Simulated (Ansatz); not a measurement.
Thickness series in Mg

The parent structure is Mg in the hcp (Mg type) structure (space group P6_3/mmc, No. 194; a = 3.173 Å, c = 5.182 Å). Axes: x lies along a and z along c of the hexagonal cell.

Free-standing slabs (1 atom(s) a layer) normal to the z axis with 15 Å of vacuum; in-plane cell held at bulk.

The values are results of plane-wave PAW DFT at the r2SCAN level (Ansatz, a program for electronic structure, 500 eV), spin-orbit coupling left out, not measurements.

Notes on the quantities. excess energy per area of both faces: slab less bulk energy over the cell's area: twice a surface energy; uncertain by up to 0.1 J/m²; layer's space group: with vacuum.

```json
[
 {"variant": "base", "thickness between the outermost nuclei": "–", "excess energy per area of both faces": "–", "layer's space group": "–", "shortest interatomic distance": "317.3 pm"},
 {"variant": "1 layer", "thickness between the outermost nuclei": "–", "excess energy per area of both faces": "–", "layer's space group": "P6/mmm (No. 191)", "shortest interatomic distance": "317.3 pm"},
 {"variant": "2 layers", "thickness between the outermost nuclei": "2.62 Å", "excess energy per area of both faces": "1.30 J/m²", "layer's space group": "P-3m1 (No. 164)", "shortest interatomic distance": "317.3 pm"},
 {"variant": "3 layers", "thickness between the outermost nuclei": "5.18 Å", "excess energy per area of both faces": "1.26 J/m²", "layer's space group": "P-6m2 (No. 187)", "shortest interatomic distance": "317.3 pm"},
 {"variant": "4 layers", "thickness between the outermost nuclei": "7.85 Å", "excess energy per area of both faces": "1.2 J/m²", "layer's space group": "P-3m1 (No. 164)", "shortest interatomic distance": "317.3 pm"},
 {"variant": "5 layers", "thickness between the outermost nuclei": "10.39 Å", "excess energy per area of both faces": "1.2 J/m²", "layer's space group": "P-6m2 (No. 187)", "shortest interatomic distance": "317.3 pm"},
 {"variant": "6 layers", "thickness between the outermost nuclei": "12.97 Å", "excess energy per area of both faces": "1.2 J/m²", "layer's space group": "P-3m1 (No. 164)", "shortest interatomic distance": "316.7 pm"},
 {"variant": "7 layers", "thickness between the outermost nuclei": "15.54 Å", "excess energy per area of both faces": "1.2 J/m²", "layer's space group": "P-6m2 (No. 187)", "shortest interatomic distance": "316.5 pm"}
]
```

Slab and bulk use different k-meshes, which limits the precision of the excess energy. Stability against distortions was not tested.
